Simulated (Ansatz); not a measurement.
The starting structures come from a database of crystals and need not be the phases stable at ambient conditions.

Tunnelling through a barrier is set by its complex band structure: the current falls as exp(−2κd) with the smallest κ.

Data:

```
CsH2O4P
1.0
    7.93421    -0.04274     0.05977
   -1.53785     7.88321    -0.11862
    1.53785    -2.72299     3.80827
Cs H P O
2 4 2 8
Direct
  0.26463   0.75000   0.71439
  0.73537   0.25000   0.28561
  0.35128   0.25000   0.07403
  0.64872   0.75000   0.92597
  0.00000   0.00000   0.50000
  0.00000   0.50000   0.00000
  0.23378   0.25000   0.71945
  0.76622   0.75000   0.28055
  0.39057   0.25000   0.85631
  0.60943   0.75000   0.14369
  0.32207   0.25000   0.39728
  0.67793   0.75000   0.60272
  0.12132   0.04815   0.63256
  0.87868   0.95185   0.36744
  0.87868   0.54815   0.96374
  0.12132   0.45185   0.03626
```

Space group of this cell: P2_1/m. The cell was relaxed by PBE-D3(BJ); by r2SCAN its mean pressure is -2.2 GPa.

Transport runs along the normal of the first two printed cell vectors.

The gap is the functional's own. No spin-orbit coupling. Mid-gap values are interpolated on the energy grid.

Question: Estimate the band gap and the smallest decay constant κ at mid-gap that r2SCAN (Ansatz, a first-principles code) returns for this system.

Answer: Gap 5.91 eV on a 4×8×8 mesh; κ = 0.479 1/Å, at the zone centre.
